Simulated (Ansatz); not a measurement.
Data:

```
C
1.0
    0.00000     1.83020     1.83020
    1.83020     0.00000     1.83020
    1.83020     1.83020     0.00000
C
2
Cartesian
  0.00000   0.00000   0.00000
  0.91510   0.91510   0.91510
```

No spin polarisation.

All numbers come from Ansatz (a program for electronic structure) PBEsol, no spin-orbit coupling. k-mesh 16×16×16 (Γ-centred); smearing 0.05 eV (Fermi–Dirac).

Task: Predict the electron mass and hole mass.

Result: 
- Electron mass: 1.5 mₑ along k, 0.29 mₑ across (off the special points)
- Hole mass (degenerate bands, along [100]): 0.31, 0.31, 0.48 mₑ (at Γ)

The levels and masses belong to the bands next to the band gap. The cells carry an imposed strain or load. Effective masses come from finite differences of ±0.01 Å⁻¹. Along k means along the line from Γ to the band edge. No phonon test of stability was made. The cell was made from C in the diamond structure (space group Fd-3m, No. 227) by this change: isotropic strain +3.00 %.
